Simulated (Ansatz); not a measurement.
Consider the following.

End structure of the (111)A surface of zinc-blende CdTe (in the relaxation like top atoms buckled by 1.2 Å), Cd-terminated, ideal Cd-terminated 1x1 (bottom of the slab: 2 H on 4 bottom sites):

```
CELL_PARAMETERS angstrom
      9.36209     0.00000     0.00000
     -4.68105     8.10781     0.00000
      0.00000     0.00000    30.50000
ATOMIC_POSITIONS crystal
  Te 0.99726 0.00274 0.33629
  Te 0.50202 0.99798 0.31545
  Te 0.00202 0.49798 0.31545
  Te 0.49726 0.50274 0.33629
  Cd 0.34931 0.15069 0.35644
  Cd 0.81323 0.18677 0.35633
  Cd 0.31323 0.68677 0.35633
  Cd 0.84931 0.65069 0.35644
  Te 0.33333 0.16667 0.45037
  Te 0.83333 0.16667 0.45037
  Te 0.33333 0.66667 0.45037
  Te 0.83333 0.66667 0.45037
  Cd 0.16667 0.33333 0.48170
  Cd 0.66667 0.33333 0.48170
  Cd 0.16667 0.83333 0.48170
  Cd 0.66667 0.83333 0.48170
  Te 0.16619 0.33381 0.57580
  Te 0.66653 0.33347 0.57609
  Te 0.16653 0.83347 0.57609
  Te 0.66619 0.83381 0.57580
  Cd 0.99922 0.00078 0.60660
  Cd 0.49999 0.00001 0.60800
  Cd 0.99999 0.50001 0.60800
  Cd 0.49922 0.50078 0.60660
  Te 0.99556 0.00444 0.70242
  Te 0.50899 0.99101 0.70316
  Te 0.00899 0.49101 0.70316
  Te 0.49556 0.50444 0.70242
  Cd 0.33963 0.16037 0.70621
  Cd 0.83019 0.16981 0.74492
  Cd 0.33019 0.66981 0.74492
  Cd 0.83963 0.66037 0.70621
  H  0.00311 0.99689 0.28146
  H  0.50311 0.49689 0.28146
```

Model: 34-atom slab, 14.2 Å thick at the start with caps and adatoms, 3x3x1 mesh, Fermi-Dirac 0.025 eV, dipole correction, 8 atoms held, the rest relaxed; start symmetry kept, larger cells not searched; no spin (no spin-polarised run to compare, though such a face may carry moments), no spin-orbit, no U. The slab shows no gap over 0.04 eV on its mesh. It is one candidate, not shown to be the stable structure of the face.

### Question
What is the computed work function of the top face (PBE (Ansatz, a first-principles code))?

### Answer
3.60 eV
